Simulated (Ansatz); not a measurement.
Base system: Al in the fcc (Cu type) structure (space group Fm-3m, No. 225; a = 4.0155 Å; relaxed with 0.1 eV smearing). Axes: x, y, z lie along the cube axes.

Method: Ansatz (a program for electronic structure), PBEsol, PAW, cutoff 420 eV, without spin-orbit coupling.

One thing is altered: a pure shear with ε_xy = ε_yx = 0.0171; the atoms relax in the strained cell.

Problem. Predict the stress tensor and what it implies for the stiffness.

Solution. Stress of the strained cell less that of the base (GPa, compression positive):
```
    0.1    -1.2     0.0
   -1.2     0.1     0.0
    0.0     0.0     0.1
```

Then −Δσ/γ with γ = 2ε = 0.0342 gives secant stiffness values (nonlinear terms included at this strain): C66 ≈ 36 GPa.

Whether these cells are dynamically stable was not tested.
